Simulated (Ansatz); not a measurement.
System: cubic perovskite CsSnI₃ (cubic high-temperature phase). Method: r²SCAN (PAW; Ansatz, a quantum-chemistry and plane-wave program).

Run with plane-wave cutoff 500 eV, 6×6×6 k mesh, gaussian smearing 0.02 eV, scalar-relativistic PAW data made under PBE.

Cell (relaxed at this level):

Space group Pm-3m (No. 221); a = b = c = 6.222 Å, α = β = γ = 90.00°

```json
[
 {"atom": "Cs", "site": "1a", "symmetry": "m-3m", "x": "0.0000", "y": "0.0000", "z": "0.0000"},
 {"atom": "Sn", "site": "1b", "symmetry": "m-3m", "x": "0.5000", "y": "0.5000", "z": "0.5000"},
 {"atom": "I", "site": "3c", "symmetry": "4/mm.m", "x": "0.0000", "y": "0.5000", "z": "0.5000"}
]
```

Task: What does this level give for the band gap?

Result: 
- band gap: 0.46 eV (on the SCF k mesh)

Note: the relaxation could not lower the start's symmetry, so the cell can be a saddle point above a distorted one.

Spin–orbit coupling is not included; with these elements it can move the gap by several tenths of an eV or more.

Static lattice: no zero-point or thermal effects.
